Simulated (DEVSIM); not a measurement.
System: abrupt Si p-n junction, at 300 K.

| layer (left to right) | material | thickness (μm) | Nd (cm⁻³) | Na (cm⁻³) | τn (s) | τp (s) |
|---|---|---|---|---|---|---|
| 1 | Si | 41.0 | - | 9.2e16 | 1.1e-6 | 1.1e-6 |
| 2 | Si | 0.660 | 2.1e18 | - | 1.1e-6 | 1.1e-6 |

Left contact: ohmic. Right contact: ohmic. Voltage is applied to the left contact. Recombination: SRH at mid-gap, radiative. Mobility is μmin + (μ − μmin)/(1 + (N/Nref)^α).

This is a model device: material constants are rounded textbook-type values typed into the input, and sizes, dopings and lifetimes were drawn at random. Values at 300 K.

```
parameter           Si
-------------  -------
gap (eV)         1.124
affinity (eV)     4.05
permittivity      11.7
Nc (cm⁻³)      2.86e19
Nv (cm⁻³)       3.1e19
μn (cm²/Vs)       1417
μp (cm²/Vs)        470
μn,min              52
μp,min              45
Nref,n          9.7e16
Nref,p          2.2e17
αn                0.68
αp                0.72
B (cm³/s)      4.7e-15
```

Simulated with DEVSIM: 1D drift-diffusion, Boltzmann statistics, complete ionisation; no tunnelling, impact ionisation, image-force lowering or self-heating.

Q: Tabulate band edges, carrier densities and field at 0.9 V on the left contact.

A: Energies count from the Fermi level of the right contact; mesh points crowd at the junctions.

| x (μm) | Ec (eV) | Ev (eV) | n (cm⁻³) | p (cm⁻³) | field (V/cm) |
|---|---|---|---|---|---|
| 0.000 | 0.074 | -1.050 | 1300 | 9.2e16 | 37 |
| 0.03254 | 0.074 | -1.050 | 1.9e14 | 9.2e16 | 37 |
| 0.1038 | 0.074 | -1.050 | 5.9e14 | 9.3e16 | 37 |
| 0.2770 | 0.075 | -1.049 | 1.6e15 | 9.4e16 | 36 |
| 0.8811 | 0.077 | -1.047 | 4.8e15 | 9.7e16 | 34 |
| 2.022 | 0.080 | -1.044 | 1.0e16 | 1.0e17 | 31 |
| 4.792 | 0.088 | -1.036 | 2.2e16 | 1.1e17 | 26 |
| 14.46 | 0.108 | -1.016 | 5.0e16 | 1.4e17 | 18 |
| 28.44 | 0.129 | -0.995 | 8.1e16 | 1.7e17 | 13 |
| 35.46 | 0.138 | -0.986 | 9.7e16 | 1.9e17 | 11 |
| 38.66 | 0.141 | -0.983 | 1.0e17 | 2.0e17 | 11 |
| 40.24 | 0.143 | -0.981 | 1.1e17 | 2.0e17 | 10 |
| 40.69 | 0.143 | -0.981 | 1.1e17 | 2.0e17 | 10 |
| 40.88 | 0.144 | -0.980 | 1.1e17 | 2.0e17 | 10 |
| 40.98 | 0.141 | -0.983 | 1.2e17 | 1.8e17 | -3200 |
| 41.00 | 0.075 | -1.049 | 1.5e18 | 1.4e16 | -28000 |
| 41.04 | 0.067 | -1.057 | 2.1e18 | 9.8e15 | ≈ 0 |
| 41.11 | 0.067 | -1.057 | 2.1e18 | 8.7e15 | ≈ 0 |
| 41.36 | 0.067 | -1.057 | 2.1e18 | 4.8e15 | ≈ 0 |
| 41.53 | 0.067 | -1.057 | 2.1e18 | 2.0e15 | ≈ 0 |
| 41.62 | 0.067 | -1.056 | 2.1e18 | 7.0e14 | ≈ 0 |
| 41.66 | 0.068 | -1.056 | 2.1e18 | < 1e2 | ≈ 0 |
